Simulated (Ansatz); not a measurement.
## Pressure series in KTaO3

Consider KTaO$_{3}$ in the cubic perovskite structure (space group Pm-3m, No. 221; a = 3.9520 Å).

Cell and atoms are relaxed at each pressure.

Level of theory: LDA (Ansatz, a first-principles code, PAW, no spin-orbit coupling).

Notes on the quantities. enthalpy: H = E + PV relative to the base's energy.

```
case                band gap     density  smallest direct gap       enthalpy
----------------  ----------  ----------  -------------------  -------------
base                 2.13 eV  7.21 g/cm³              2.73 eV              –
pressure −2 GPa   (withheld)  (withheld)              2.72 eV  -0.15 eV/atom
pressure −1 GPa      2.12 eV  7.18 g/cm³              2.72 eV  -0.08 eV/atom
pressure 0.3 GPa     2.13 eV  7.22 g/cm³              2.73 eV  +0.02 eV/atom
pressure 0.7 GPa     2.14 eV  7.23 g/cm³              2.73 eV  +0.05 eV/atom
pressure 1.5 GPa     2.14 eV  7.26 g/cm³              2.74 eV  +0.12 eV/atom
pressure 3 GPa       2.16 eV  7.31 g/cm³              2.75 eV  +0.23 eV/atom
pressure 5 GPa       2.17 eV  7.37 g/cm³              2.75 eV  +0.38 eV/atom
pressure 7.5 GPa     2.19 eV  7.45 g/cm³              2.77 eV  +0.57 eV/atom
pressure 10 GPa      2.21 eV  7.52 g/cm³              2.78 eV  +0.75 eV/atom
```

What belongs in the blanks?


- pressure −2 GPa, band gap: 2.11 eV
- pressure −2 GPa, density: 7.14 g/cm³

With Ta present, leaving out spin-orbit coupling can change the band edges. Load acts through the strain it causes; cell and atoms are relaxed under it. No phonon test of stability was made. Competing high-pressure phases were not computed.
